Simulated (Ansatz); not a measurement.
**A computed series for InP: pressure series**

Take InP in the zinc blende structure (space group F-43m, No. 216; a = 5.960 Å) as the base.

Cell and atoms are relaxed at each pressure.

All numbers come from plane-wave PAW DFT at the PBE level (Ansatz, a first-principles code, 420 eV), scalar-relativistic without spin-orbit coupling.

Candidates:
(a) pressure 2.1 GPa
(b) pressure 0.9 GPa
(c) pressure 22.5 GPa
(d) pressure 4.5 GPa
(e) pressure 30 GPa

For the base:

| Quantity | Result |
|---|---|
| Band gap | 0.44 eV |

Order them by band gap, highest first.

(c) pressure 22.5 GPa (1.41 eV), (e) pressure 30 GPa (1.30 eV), (d) pressure 4.5 GPa (0.80 eV), (a) pressure 2.1 GPa (0.62 eV), (b) pressure 0.9 GPa (0.52 eV)

Load acts through the strain it causes; cell and atoms are relaxed under it. Stability against distortions was not tested. Measured, InP leaves this structure (for rock salt) near 9.8 GPa (temperature not stated; as listed in Datta, Sujoy, Jana, Debnarayan, arXiv (2020)).
